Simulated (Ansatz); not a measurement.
The starting structures come from a database of crystals and need not be the phases stable at ambient conditions.

 Where the default PAW files enter, the runs use the earlier of Ansatz's two default sets.

Data:

```
FeAsTe
1.0
    6.09569     0.00000     0.00000
    0.00000     6.22594     0.00000
    0.00000     2.52727     5.65492
Fe Te As
4 4 4
Cartesian
  0.05657   5.12617   1.61329
  6.03912   3.62704   4.04163
  3.10441   6.74001   4.04163
  2.99128   2.01320   1.61329
  3.83230   4.33185   0.86950
  2.26339   4.42136   4.78542
  0.78445   7.53433   4.78542
  5.31124   1.21888   0.86950
  2.14605   6.11663   2.01836
  3.94964   2.63658   3.63657
  5.19389   5.74955   3.63657
  0.90180   3.00366   2.01836
```

Space group of this cell: P2_1/c. The cell is taken as given.

Transport runs along the normal of the first two printed cell vectors.

No gap correction and no spin-orbit coupling; mid-gap values are interpolated between computed energies.

Task: Give the band gap and the smallest decay constant κ at mid-gap that r2SCAN run with Ansatz (a program for electronic structure) yields.

Result: Gap 0.93 eV on a 6×6×6 mesh; κ = 0.229 1/Å, at (0.000, 0.333) of the in-plane reciprocal vectors. At the zone centre, at the nearest computed energy, the slowest state has κ = 0.28 1/Å.
